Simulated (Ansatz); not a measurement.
A computed series for TiC: response to strain

Start from TiC in the rock salt structure (space group Fm-3m, No. 225; a = 4.261 Å; relaxed with 0.1 eV smearing). Axes: x, y, z lie along the cube axes.

Strains are applied to the cell and any free atomic positions relax.

Level of theory: LDA (Ansatz, a quantum-chemistry and plane-wave program; PAW; 420 eV plane waves; scalar-relativistic without spin-orbit coupling).

Notes on the quantities. energy relative to the base: free energy F.

```json
[
 {"uniaxial strain ε_zz (%)": "0", "energy relative to the base (meV/atom)": "0.0"},
 {"uniaxial strain ε_zz (%)": "0.5", "energy relative to the base (meV/atom)": "0.4"},
 {"uniaxial strain ε_zz (%)": "1", "energy relative to the base (meV/atom)": "1.7"},
 {"uniaxial strain ε_zz (%)": "1.5", "energy relative to the base (meV/atom)": "3.8"},
 {"uniaxial strain ε_zz (%)": "2", "energy relative to the base (meV/atom)": "?"},
 {"uniaxial strain ε_zz (%)": "2.5", "energy relative to the base (meV/atom)": "10.1"},
 {"uniaxial strain ε_zz (%)": "3", "energy relative to the base (meV/atom)": "14.3"}
]
```

Fit ΔE = Aε² + Bε³ (ε in %) to the rows shown and predict the withheld row.

Least squares on the printed values gives A = 1.77 and B = -0.060 meV/atom (largest residual 0.0 meV/atom); this predicts 6.6 meV/atom, and the run gives 6.6 meV/atom, in agreement.

No phonon test of stability was made. The final runs are not spin-polarised.
